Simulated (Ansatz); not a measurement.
By LDA and PBEsol, the system below comes out a metal.

Given:

```
CELL_PARAMETERS angstrom
      2.69123     0.00000     0.00000
     -1.34561     2.33067     0.00000
      1.34561     0.77689     2.19738
ATOMIC_POSITIONS crystal
  Rh 0.00000 0.00000 0.00000
```

Space group of this cell: Fm-3m, fcc (Cu type). The cell is taken as given; by PBEsol its mean pressure is -5.7 GPa.

The current runs along the normal of the first two printed vectors, the (111) plane. All runs by Ansatz (a first-principles code), plane waves and PAW, without spin-orbit coupling; the base is PBEsol.

```json
[
 {"run": "base", "mean pressure (GPa)": "-5.7", "G/A, both spins (10¹⁵ S/m²)": "2.17"},
 {"run": "all lengths scaled by 0.98", "mean pressure (GPa)": "13.1", "G/A, both spins (10¹⁵ S/m²)": "2.24"},
 {"run": "all lengths scaled by 1.02", "mean pressure (GPa)": "-19.2", "G/A, both spins (10¹⁵ S/m²)": "___"},
 {"run": "lda in place of pbesol", "mean pressure (GPa)": "-11.8", "G/A, both spins (10¹⁵ S/m²)": "2.16"},
 {"run": "lengths across the current scaled by 0.98, ions clamped", "mean pressure (GPa)": "6.4", "G/A, both spins (10¹⁵ S/m²)": "___"},
 {"run": "lengths across the current scaled by 1.02, ions clamped", "mean pressure (GPa)": "-15.1", "G/A, both spins (10¹⁵ S/m²)": "2.11"},
 {"run": "lengths along the current scaled by 0.97, ions clamped", "mean pressure (GPa)": "3.4", "G/A, both spins (10¹⁵ S/m²)": "2.20"},
 {"run": "lengths along the current scaled by 1.03, ions clamped", "mean pressure (GPa)": "-12.7", "G/A, both spins (10¹⁵ S/m²)": "___"}
]
```

Task: Complete the blanks.

Result: 
- all lengths scaled by 1.02, G/A, both spins (10¹⁵ S/m²): 2.08
- lengths across the current scaled by 0.98, ions clamped, G/A, both spins (10¹⁵ S/m²): 2.22
- lengths along the current scaled by 1.03, ions clamped, G/A, both spins (10¹⁵ S/m²): 2.14
